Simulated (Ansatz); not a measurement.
System: Ti₅Te₄ (I4/m, No. 87). Method: rVV10 in Ansatz (plane waves, PAW).

Numerical settings: plane-wave cutoff 520 eV, 16×16×16 k mesh, Fermi–Dirac smearing 0.05 eV, no spin polarisation, scalar-relativistic PAW data made under PBE.

Cell (relaxed at this level):

```
Ti5Te4
1.0
   -5.13037     5.13037     1.89055
    5.13037    -5.13037     1.89055
    5.13037     5.13037    -1.89055
Ti Te
5 4
Direct
  0.00000   0.00000   0.00000
  0.37991   0.68399   0.06390
  0.62009   0.31601   0.93610
  0.31601   0.37991   0.69592
  0.68399   0.62009   0.30408
  0.28062   0.94039   0.22101
  0.71938   0.05961   0.77899
  0.05961   0.28062   0.34023
  0.94039   0.71938   0.65977
```

Q: Give the computed bulk modulus B0 and pressure derivative B′ of the bulk modulus.

A: 
- bulk modulus B0: 64.1 GPa
- pressure derivative B′ of the bulk modulus: 5.9

The run finds no gap.

Note: the bulk modulus comes from volumes at which shape and atoms were relaxed.

Spin–orbit coupling is not included; it can open a gap where bands touch, and shift volumes and moduli.

Static lattice: no zero-point or thermal effects.

Cost on a shared machine: roughly 4 core-hours.

Ansatz is a program for electronic structure.
